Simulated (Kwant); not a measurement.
System: wire with a row of barriers in a ZnO two-dimensional gas. Effective mass 0.3 mₑ, grid spacing 3.3 nm, hard walls, nominal width 100 nm (31 grid rows, so walls 105.6 nm apart), one parabolic valley, scattering region 330 nm long along x; energies count from the band bottom; Fermi energy swept from 0.00010027 to 0.0011908 eV. 2 barrier(s) across the wire, height 0.014 eV, thickness 9.9 nm (about 3 grid columns), spaced by 39.6 nm.

Constants are typed, rounded textbook-type inputs, not results; the design itself was drawn at random and stands for no fabricated device.

Kwant, effective-mass tight-binding model on a square grid, one spin, coherent transport at 0 K. Conductance is in e²/h.

### Question
How many channels do the leads carry at E = 0.381, 0.622 meV?

### Answer
The hard-wall thresholds are n² ħ²π²/(2mW²) = n² × 0.112 meV with W = 105.6 nm. √(0.381/0.112) = 1.84, so 1. √(0.622/0.112) = 2.35, so 2.
